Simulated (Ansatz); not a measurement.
System: zinc-blende KF (model structure). Method: PBEsol (plane waves, PAW; Ansatz, a program for electronic structure).

Numerical settings: plane-wave cutoff 500 eV, 10×10×10 k mesh, gaussian smearing 0.02 eV, scalar-relativistic PAW data made under PBE.

Cell (relaxed at this level):

```cif
data_F4K4
_chemical_formula_sum 'K4 F4'
_space_group_name_H-M_alt 'F-43m'
_space_group_IT_number 216
_space_group_name_Hall 'F -4 2 3'
_cell_length_a 5.84636
_cell_length_b 5.84636
_cell_length_c 5.84636
_cell_angle_alpha 90.000
_cell_angle_beta 90.000
_cell_angle_gamma 90.000
loop_
_atom_site_label
_atom_site_type_symbol
_atom_site_symmetry_multiplicity
_atom_site_Wyckoff_symbol
_atom_site_fract_x
_atom_site_fract_y
_atom_site_fract_z
_atom_site_occupancy
K1 K 4 a 0.00000 0.00000 0.00000 1
F1 F 4 d 0.75000 0.75000 0.75000 1
```
(The calculation used a cell of 2 atoms; values per cell refer to that cell.)

Question: Give the computed band gap.

Answer: 
band gap: 5.26 eV (on the SCF k mesh)

Note: the relaxation could raise the start's symmetry but not lower it, so the cell can be a saddle point.

Computed values are for the static lattice.

A model structure was made by putting elements into a prototype or built by hand; it is no filed structure, need not be a known phase, and can be a saddle point held by its symmetry.
